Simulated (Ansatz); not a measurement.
Ansatz (a quantum-chemistry and plane-wave program) run on Ti₃In (P3m1, 8 atoms in the cell): self-consistent single point.

Computed with LDA (PW92), default PAW files made with PBE (plane waves; Ansatz).

```
Ti3In
1.0
    5.92065     0.00000     0.00000
   -2.96032     5.12743     0.00000
    0.00000     0.00000     4.78828
Ti In
6 2
Direct
  0.16521   0.33042   0.25000
  0.83479   0.66958   0.75000
  0.83479   0.16521   0.75000
  0.16521   0.83479   0.25000
  0.66958   0.83479   0.25000
  0.33042   0.16521   0.75000
  0.33333   0.66667   0.76044
  0.66667   0.33333   0.25000
```

Reference input (self-consistent single point, DFT, LDA (PW92), plane waves, default PAW files made with PBE): basis.ecutwfc = 420 eV; kpoints.mp_grid.grid = 5 5 5; hamiltonian.xc = lda; hamiltonian.pseudopotentials = {kind: paw} (the program's default PAW files); scf.occupations.method = fermi_dirac; scf.occupations.width = 0.1 eV. This run's input differs from it in these lines:

Ansatz 0.2 input:
```diff
@@ -18,3 +18,3 @@
   mp_grid:
-    grid: [5, 5, 5]
+    grid: [9, 9, 9]
 hamiltonian:
@@ -26,3 +26,3 @@
     method: fermi_dirac
-    width: 0.1
+    width: 0.05
 output:
```

Output (repeated stretches shortened):

```
SCF iter   1: F=—  HF=-25617.433417 eV  |F-HF|=—  |Δ(HF+E_count)|=         —  Δρ=7.52e-3  dr2=4.59e-2  ethr=1.77e-3  ⟨swp⟩=7.2  Hψ=21464  notcnv=0
all-band conjugate gradients solve this SCF's bands
preconditioner: auto → Kerker (q_TF=auto, 2.555 Å⁻¹)
SCF iter   2: F=—  HF=-25617.421259 eV  |F-HF|=—  |Δ(HF+E_count)|=   1.22e-2  Δρ=3.54e-3  dr2=1.29e-2  ethr=4.69e-5  ⟨swp⟩=2.0  Hψ=9062  notcnv=0  defer=3
   [... lines left out ...]
SCF iter   4: F=—  HF=-25617.418593 eV  |F-HF|=—  |Δ(HF+E_count)|=   2.53e-4  Δρ=2.59e-4  dr2=1.35e-4  ethr=1.40e-6  ⟨swp⟩=2.0  Hψ=6354  notcnv=0  defer=3
SCF iter   5: F=—  HF=-25617.418557 eV  |F-HF|=—  |Δ(HF+E_count)|=   3.64e-5  Δρ=6.07e-5  dr2=7.64e-6  ethr=1.38e-7  ⟨swp⟩=3.0  Hψ=10752  notcnv=0  defer=3
SCF iter   6: F=—  HF=-25617.418553 eV  |F-HF|=—  |Δ(HF+E_count)|=   4.21e-6  Δρ=1.96e-5  dr2=9.12e-7  ethr=7.80e-9  ⟨swp⟩=2.0  Hψ=6348  notcnv=0  defer=3
SCF iter   7: F=-25617.418552 eV  HF=-25617.418552 eV  |F-HF|=8.61e-9  |Δ(HF+E_count)|=   1.76e-7  Δρ=3.42e-6  dr2=1.91e-8  ethr=1.02e-10  ⟨swp⟩=5.2  Hψ=19388  notcnv=0
SCF 1 converged in 7 iterations: F = -25617.418552 eV  dr2 = 1.91e-8
Free energy (F): -25617.418552 eV
Internal energy: -25617.363340 eV  (E = F + TS)
E sigma→0 (E₀):  -25617.390946 eV
Entropy (-TS):   -0.055213 eV (-6.902 meV/atom)
Fermi energy:    12.947784 eV
--- Forces (eV/Å), atoms counted from 1 ---
  atom   1  Ti    -0.00000000    -0.09000919     0.10692110
  atom   2  Ti     0.00000000     0.08231265     0.01686705
  atom   3  Ti     0.07128484    -0.04115633     0.01686705
  atom   4  Ti    -0.07795024     0.04500460     0.10692110
  atom   5  Ti     0.07795024     0.04500459     0.10692110
  atom   6  Ti    -0.07128484    -0.04115632     0.01686705
  atom   7  In    -0.00000000     0.00000000    -0.38621889
  atom   8  In    -0.00000000    -0.00000000     0.01485242
--- Stress (GPa, compression-positive) ---
       -8.377319       0.000000      -0.000000
        0.000000      -8.377319       0.000000
       -0.000000       0.000000      -7.857201
  P = ⅓ Tr σ = -8.2039 GPa (-82.039 kbar)
  The stress holds the Pulay correction. Without it, at fixed plane waves, as pw.x and ABINIT print it: P = -8.2382 GPa
```

The run converged in 7 iterations. Against the reference run the free energy rises by 12.4 meV/atom, the pressure goes from -8.05 to -8.20 GPa and the largest force stays at 0.386 eV/Å.

The starting cell comes from a database of computed structures (which also holds hypothetical and non-ambient phases and stackings), without a prior relaxation at this level. Its lattice was rescaled by up to half a per cent. One atom was moved a little off its site on purpose. Spin polarisation is off. With a pressure of about -8 GPa the cell is away from its equilibrium volume at this level. Ansatz's pressure includes its estimate of the finite-basis (Pulay) stress.

Cost on one core of a shared machine: roughly 60 s.
